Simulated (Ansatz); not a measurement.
SiO₂ (P4₁2₁2, No. 92) was calculated with PBE-D4 in Ansatz (plane waves, PAW).

Settings: plane-wave cutoff 520 eV, 8×8×6 k mesh (along the axes of the cell as run), Fermi–Dirac smearing 0.01 eV, scalar-relativistic PAW data made under PBE.

Computed at the level's own relaxed cell.

Give the computed bulk modulus B0, c axis length, lattice parameter a, band gap and equilibrium volume per atom.


* **bulk modulus B0**: 15.3 GPa
* **c axis length**: 6.788 Å
* **lattice parameter a**: 4.931 Å
* **band gap**: 5.66 eV (direct)
* **equilibrium volume per atom**: 13.76 Å³/atom

Note: the bulk modulus comes from volumes at which shape and atoms were relaxed.

Computed values are for the static lattice.

Cost on a shared machine: very roughly 21 core-minutes.

Ansatz is an electronic-structure program.
